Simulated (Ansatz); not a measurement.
The parent structure is a 12-atom supercell of SiS$_{2}$ (space group Ibam, No. 72; a = 6.0185 Å, b = 9.3955 Å, c = 5.5448 Å; made of chains) at its relaxed geometry.

Calculations: PBEsol, PAW, 420 eV (Ansatz, a program for electronic structure; no spin-orbit coupling).

For the base:

| Item | Result |
|---|---|
| Pressure | 0.0 GPa |

Modification: a neutral S interstitial (started 2.38 Å from the nearest host atom), atoms relaxed at fixed cell, starting from a slightly rattled geometry.

**Question.** Estimate the effect on the final site of the added atom, largest displacement of a host atom from its site in the perfect cell and pressure.

**Answer.** The final site of the added atom comes out as 1 S at 2.07 Å; the largest displacement of a host atom from its site in the perfect cell comes out as 0.42 Å; the pressure goes from zero to 0.6 GPa.

The magnetic state is the one reached from the starting moments; the real material's order can differ, and small cells can't hold many antiferromagnetic ones. In so small a cell the defect repeats every few ångströms: this is an ordered compound, not a dilute defect. Starting moments died away, wholly or in part, for S interstitial (started 2.38 Å from the nearest host atom); another magnetic solution may exist. No dispersion term is included in the PBEsol runs. The defect cell is spin-polarised and ends with 0.0 μB.
